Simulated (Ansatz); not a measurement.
**What pressure 2.1 GPa does to SiO2**

Take SiO$_{2}$ (space group P3_221, No. 154; a = 4.920 Å, c = 5.416 Å) as the base.

One thing is altered: cell and atoms relaxed at a pressure of 2.1 GPa.

The values are results of r2SCAN/PAW in Ansatz (a first-principles code), no spin-orbit coupling, earlier PAW set, not measurements. Settings: 8×8×6 k-points, 0.05 eV Fermi–Dirac smearing.

- Density = 2.77 g/cm³ (base 2.64 g/cm³)
- Lattice parameter a = 483.3 pm (base 492.0 pm)
- c/a ratio = 1.107 (base 1.101)
- Shortest interatomic distance = 161.0 pm (base 161.2 pm)
- Enthalpy H = E + PV relative to the base's energy = +0.16 eV/atom
- Band gap = 6.78 eV (base 6.60 eV)
- Gap character = indirect, K → Γ (base indirect, K → Γ)
- Smallest direct gap = 7.03 eV (base 6.91 eV)
- Mean gap deformation potential ΔEg/Δln V = -3.6 eV
- Width of the top valence band = 0.56 eV (base 0.58 eV)

Load acts through the strain it causes; cell and atoms are relaxed under it. Gaps are Kohn–Sham eigenvalue differences; semilocal functionals usually give less than the measured gap. Whether these cells are dynamically stable was not tested.
